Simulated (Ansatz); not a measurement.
The starting structures come from a database of crystals and need not be the phases stable at ambient conditions.

 Where the default PAW files enter, the runs use the earlier of Ansatz's two default sets.

The decay constant κ of evanescent states in the gap governs leakage through a thin film.

Here is the system:

```
CELL_PARAMETERS angstrom
      5.58452     0.00000     0.00000
      0.00000     5.65929     0.00000
     -0.01317     0.00000     7.92402
ATOMIC_POSITIONS crystal
  La 0.49159 0.53932 0.74934
  La 0.50841 0.46068 0.25066
  La 0.00841 0.03932 0.75066
  La 0.99159 0.96068 0.24934
  Mg 0.00000 0.50000 0.00000
  Mg 0.50000 0.00000 0.50000
  Ti 0.50000 0.00000 0.00000
  Ti 0.00000 0.50000 0.50000
  O  0.91655 0.47753 0.74256
  O  0.08345 0.52247 0.25744
  O  0.58345 0.97753 0.75744
  O  0.41655 0.02247 0.24256
  O  0.70284 0.71739 0.04575
  O  0.29716 0.28261 0.95425
  O  0.79716 0.21739 0.45425
  O  0.20284 0.78261 0.54575
  O  0.21878 0.79663 0.95690
  O  0.78122 0.20337 0.04310
  O  0.28122 0.29663 0.54310
  O  0.71878 0.70337 0.45690
```

Space group of this cell: P2_1/c. The cell is taken as given; by r2SCAN its mean pressure is -3.3 GPa.

Transport runs along the normal of the first two printed cell vectors.

The gap is the functional's own, uncorrected, and κ follows it; spin-orbit coupling is left out. Mid-gap values are interpolated between the computed energies.

### Question
Predict the band gap and the smallest decay constant κ at mid-gap from Ansatz (an electronic-structure program) with r2SCAN.

### Answer
Gap 3.61 eV on a 6×6×4 mesh; κ = 0.415 1/Å, at the zone centre.
